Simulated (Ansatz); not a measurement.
Bond-angle distributions (per cent of the angles at each element, bins of 10°) of a relaxed model of amorphous Si30O12N32 at 2.53 g/cm³. These are PBE, scalar-relativistic without spin-orbit coupling (plane waves to 420 eV, PAW; Ansatz, a first-principles code) values and carry that method's errors.

The cell was made by melting and quenching with the CHGNet potential and then relaxed with DFT. O and N atoms were pushed apart under 1.9 Å during the dynamics, to hinder bonds among them. The hot cell started wider than the set density and was brought back towards it in steps. It is the lowest in DFT energy of 2 quenches. It is a model cell: composition and starting density were chosen by hand, and all elements were melted together. No dispersion term was used. Its density started from a set value of 2.44 and ended at 2.53 g/cm³. Cooling (nominally 150 K/ps over its main leg) ran many orders faster than in experiment, which tends to leave more defects and strain. Values belong to this one cell and scatter from quench to quench. The volume was free in the relaxation, at fixed shape. Stress components on the final sampling reach 6.0 GPa.

Cut-offs for bonds: Si-Si 2.60 Å, Si-O 2.12 Å, Si-N 2.08 Å, O-O 1.58 Å, O-N 1.64 Å, N-N 1.70 Å. Two cations that share two anions don't count as bonded, nor two that share one unless they lie closer than Si-Si 2.38 Å.

```json
[
 {"angle (°)": "50-60", "at Si": "0", "at N": "0"},
 {"angle (°)": "60-70", "at Si": "0", "at N": "0"},
 {"angle (°)": "70-80", "at Si": "0", "at N": "0"},
 {"angle (°)": "80-90", "at Si": "11", "at N": "13"},
 {"angle (°)": "90-100", "at Si": "9", "at N": "11"},
 {"angle (°)": "100-110", "at Si": "29", "at N": "10"},
 {"angle (°)": "110-120", "at Si": "35", "at N": "23"},
 {"angle (°)": "120-130", "at Si": "13", "at N": "22"},
 {"angle (°)": "130-140", "at Si": "3", "at N": "16"},
 {"angle (°)": "140-150", "at Si": "0", "at N": "4"},
 {"angle (°)": "150-160", "at Si": "0", "at N": "1"},
 {"angle (°)": "160-170", "at Si": "0", "at N": "1"},
 {"angle (°)": "170-180", "at Si": "0", "at N": "0"}
]
```

They go with these counts of neighbours within the cut-offs, cation contacts included: Si mean 4.0, most often 4; N mean 2.9, most often 3.
